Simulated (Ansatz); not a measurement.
# What pressure −1 GPa does to TiN

Take TiN in the rock salt structure (space group Fm-3m, No. 225; a = 4.2040 Å) as the base.

Perturbation: a negative pressure, −1 GPa.

Method: PBEsol (Ansatz, a quantum-chemistry and plane-wave program, PAW, no spin-orbit coupling). k-mesh 19×19×19 (Γ-centred); smearing 0.05 eV (Fermi–Dirac).

```csv
quantity,base,changed,shift
volume per atom,9.29 Å³,9.32 Å³,+0.03 Å³
lattice parameter a,4.204 Å,4.209 Å,+0.005 Å
shortest interatomic distance,2.102 Å,2.104 Å,+0.002 Å
enthalpy H = E + PV relative to the base's energy,–,-0.06 eV/atom,–
band gap,zero,zero,–
```

Cost of the whole job for the changed cell (relaxation, final SCF and bands): around 16 core-seconds (rough).

Load acts through the strain it causes; cell and atoms are relaxed under it. No phonon test of stability was made. The base started in Pnma and relaxed to Fm-3m at this level. All final runs are without spin polarisation. An odd electron count without spin: TiN.
